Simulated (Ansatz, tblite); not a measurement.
# How well does each level of theory give the bulk modulus B0 of fluorite PbF₂ (high-temperature phase)?

Reference value: 64 GPa (measured, temperature not stated, not corrected to a static lattice; as tabulated in Cadelano and Cappellini (2011), arXiv:1107.5962).

| level (code) | value (GPa) | cell (Å³/atom) |
|---|---|---|
| GFN1-xTB (tblite) | 105 | 15.74 |
| PBE (Ansatz) | 66.5 | 18.01 |
| r²SCAN+SOC (Ansatz) | 77.4 | 17.27 |
| PBE0 (Ansatz) | 72.1 | 17.55 |
| Hartree–Fock (Ansatz) | … | 18.48 |

Task: Fill in the missing entries.

Result: 
- Hartree–Fock (Ansatz, a quantum-chemistry and plane-wave program), value (GPa): 64.7

Differences against the reference: GFN1-xTB +64 %, PBE +3.9 %, r²SCAN+SOC +21 %, PBE0 +12.7 %, Hartree–Fock +1.1 %.

The reference's temperature isn't stated, so close values are not ranked against it. Off by more than 20 %, or 28 % on the side where a correction would as a rule narrow the miss (bounds picked here): GFN1-xTB (+64 %).

The reference isn't brought to a static lattice, while the calculations are for one, so the differences are not the levels' errors alone. A static lattice is as a rule stiffer than a warm one, by over a tenth in soft solids.  Density-functional levels without +SOC have no spin–orbit coupling. GFN1-xTB: the method was fitted mainly to molecules. GFN1-xTB: the run uses a supercell at the zone centre in place of a k mesh. Each level is taken at its own relaxed cell. Cutoffs and k meshes differ between the levels. Ansatz's density-functional and Hartree–Fock values are scalar-relativistic unless marked +SOC, with PAW data made under PBE.

Differences are worked out from the printed values.
